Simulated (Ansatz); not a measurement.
The starting structures come from a database of crystals and need not be the phases stable at ambient conditions.

 Where the default PAW files enter, the runs use the earlier of Ansatz's two default sets.

Input:

```
CELL_PARAMETERS angstrom
      4.50617     0.00000     0.00000
      0.00000     4.50617     0.00000
      0.00000     0.00000     6.34882
ATOMIC_POSITIONS crystal
  Al 0.00000 0.00000 0.00000
  In 0.50000 0.50000 0.50000
  Sb 0.00000 0.50000 0.23337
  Sb 0.50000 0.00000 0.76663
```

Space group of this cell: P-4m2. The cell is taken as given.

The current runs along the normal of the first two printed vectors, the (001) plane. All runs by Ansatz (an electronic-structure program), plane waves and PAW, without spin-orbit coupling; the base is r2SCAN.

| run | mean pressure (GPa) | gap (eV) | mid-gap κ (1/Å) |
|---|---|---|---|
| base | -0.1 | 0.94 | 0.071 |
| all lengths scaled by 0.98 | 3.3 | [?] | [?] |
| all lengths scaled by 1.02 | -2.6 | 0.53 | 0.042 |
| lda in place of r2scan | -2.0 | [?] | [?] |
| lengths across the current scaled by 0.98, ions clamped | 2.1 | [?] | [?] |
| lengths across the current scaled by 1.02, ions clamped | -1.9 | 0.69 | 0.050 |
| lengths along the current scaled by 0.97, ions clamped | 1.5 | 1.15 | 0.086 |
| lengths along the current scaled by 1.03, ions clamped | -1.4 | 0.67 | 0.058 |
| pbesol in place of r2scan | -0.7 | 0.39 | 0.038 |

### Question
Complete the blanks.

### Answer

- all lengths scaled by 0.98, gap (eV): 1.11
- all lengths scaled by 0.98, mid-gap κ (1/Å): 0.104
- lda in place of r2scan, gap (eV): 0.26
- lda in place of r2scan, mid-gap κ (1/Å): 0.028
- lengths across the current scaled by 0.98, ions clamped, gap (eV): 1.02
- lengths across the current scaled by 0.98, ions clamped, mid-gap κ (1/Å): 0.093
